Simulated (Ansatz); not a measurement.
Band structure of Sn (Fd-3m, 2 atoms in the cell).

```yaml
crystal:
  lattice:
    - [0.00000, 3.24450, 3.24450]
    - [3.24450, 0.00000, 3.24450]
    - [3.24450, 3.24450, 0.00000]
  atoms:
    - { symbol: Sn, position: [0.00000, 0.00000, 0.00000] }
    - { symbol: Sn, position: [0.25000, 0.25000, 0.25000] }
```

Method: PBE (plane waves, PAW; Ansatz, a quantum-chemistry and plane-wave program).

Settings: kpoints.mp_grid.grid = 9 9 9; hamiltonian.xc = pbe; hamiltonian.pseudopotentials = {kind: paw} (the program's default PAW files); scf.occupations.method = fermi_dirac; scf.occupations.width = 0.05 eV; kpoints.band_path.npoints = 8.

The starting cell has typed, rounded lattice constants, without a prior relaxation at this level.

Levels in eV from the Fermi level, bands 11 to 17:
```json
[
 {"point": "Γ", "11": "-10.59", "12": "-0.62", "13": "0.10", "14": "0.10", "15": "0.10", "16": "2.17", "17": "2.17"},
 {"point": "X", "11": "-7.50", "12": "-7.50", "13": "-2.45", "14": "-2.45", "15": "0.84", "16": "0.84", "17": "7.74"},
 {"point": "W", "11": "-7.44", "12": "-7.44", "13": "-3.03", "14": "-3.03", "15": "3.44", "16": "3.44", "17": "4.05"},
 {"point": "K", "11": "-7.90", "12": "-7.01", "13": "-3.36", "14": "-2.09", "15": "1.12", "16": "3.38", "17": "5.78"},
 {"point": "L", "11": "-8.97", "12": "-6.28", "13": "-1.10", "14": "-1.10", "15": "0.01", "16": "3.25", "17": "3.25"},
 {"point": "U", "11": "-7.90", "12": "-7.01", "13": "-3.36", "14": "-2.09", "15": "1.12", "16": "3.38", "17": "5.78"}
]
```

Bands cross the Fermi level along this path, so the cell is metallic at this level.

Keys are those of Ansatz 0.2.
